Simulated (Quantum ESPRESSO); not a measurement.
A self-consistent single point of a sheet of PtSe2 (3 atoms in the cell) with Quantum ESPRESSO.

Level of theory: PBE, SSSP 1.1.2 efficiency (PBE) pseudopotentials (plane waves; Quantum ESPRESSO 7.5).

The change in words: lattice scaled in the plane by 0.98. Reference geometry:
```
CELL_PARAMETERS angstrom
      3.61926     0.00000     0.00000
     -1.80963     3.13437     0.00000
      0.00000     0.00000    16.98204
ATOMIC_POSITIONS crystal
  Pt 0.00000 0.00000 0.50000
  Se 0.33333 0.66667 0.58780
  Se 0.66667 0.33333 0.41220
```

Reference input (self-consistent single point, DFT, PBE, plane waves, SSSP 1.1.2 efficiency (PBE) pseudopotentials): ecutwfc = 40 Ry; ecutrho = 320 Ry; occupations = smearing; smearing = gauss; degauss = 0.0099958 Ry; potentials = {Pt: pt_pbe_v1.4.uspp.F.UPF, Se: Se_pbe_v1.uspp.F.UPF}; K_POINTS = automatic 9 9 1 0 0 0; conv_thr = 1e-10 Ry; mixing_beta = 0.3. This run's input differs from it in these lines:

```diff
@@ -32,4 +32,4 @@
 CELL_PARAMETERS angstrom
-   3.6192562085     0.0000000000     0.0000000000
-  -1.8096281043     3.1343678194     0.0000000000
+   3.5468713522     0.0000000000     0.0000000000
+  -1.7734356761     3.0716806950     0.0000000000
    0.0000000000     0.0000000000    16.9820380000
```

Output, abridged:

```
     Self-consistent Calculation

     iteration #  1     ecut=    40.00 Ry     beta= 0.30

     negative rho (up, down):  1.828E-01 0.000E+00

     total energy              =    -297.49483943 Ry
     estimated scf accuracy    <       1.86316745 Ry

     iteration #  2     ecut=    40.00 Ry     beta= 0.30

     negative rho (up, down):  1.829E-01 0.000E+00

     total energy              =    -297.89859207 Ry
     estimated scf accuracy    <       0.57567589 Ry

     iteration #  3     ecut=    40.00 Ry     beta= 0.30

     negative rho (up, down):  1.806E-01 0.000E+00

     total energy              =    -297.96376295 Ry
     estimated scf accuracy    <       0.02617985 Ry

   [... 7 blocks of this kind left out ...]

     iteration # 11     ecut=    40.00 Ry     beta= 0.30

     negative rho (up, down):  1.796E-01 0.000E+00

     total energy              =    -297.96714933 Ry
     estimated scf accuracy    <          4.9E-10 Ry

     iteration # 12     ecut=    40.00 Ry     beta= 0.30

     negative rho (up, down):  1.796E-01 0.000E+00
     End of self-consistent calculation

     the Fermi energy is     0.4190 ev

!    total energy              =    -297.96714942 Ry
     estimated scf accuracy    <          9.9E-11 Ry
     smearing contrib. (-TS)   =      -0.00000082 Ry
     internal energy E=F+TS    =    -297.96714860 Ry

     convergence has been achieved in  12 iterations

     negative rho (up, down):  1.796E-01 0.000E+00

     Forces acting on atoms (cartesian axes, Ry/au):

     atom    1 type  1   force =    -0.00000000    0.00000000    0.00000000
     atom    2 type  2   force =     0.00000000    0.00000000   -0.02903246
     atom    3 type  2   force =     0.00000000    0.00000000    0.02903246

     Total force =     0.041058     Total SCF correction =     0.000012

     negative rho (up, down):  1.796E-01 0.000E+00
          total   stress  (Ry/bohr**3)                   (kbar)     P=        4.60
   0.00011593   0.00000000  -0.00000000           17.05        0.00       -0.00
   0.00000000   0.00011593  -0.00000000            0.00       17.05       -0.00
  -0.00000000  -0.00000000  -0.00013798           -0.00       -0.00      -20.30

   JOB DONE.
```

The run converged in 12 iterations. Against the reference run the free energy rises by 13.3 meV/atom, the largest force goes from 1.173 to 0.746 eV/Å and the gap on the mesh goes from 0.830 to 0.719 eV.

The starting cell was generated: these elements placed on a structure prototype, without a prior relaxation; it need not be a known phase or ordering of this composition. Its lattice was rescaled in the plane by a random factor within 2.5 % of one. For this run, on top of that: lattice scaled in the plane by 0.98. Spin-orbit coupling is off.

Cost on one core of a shared machine: roughly 90 s.
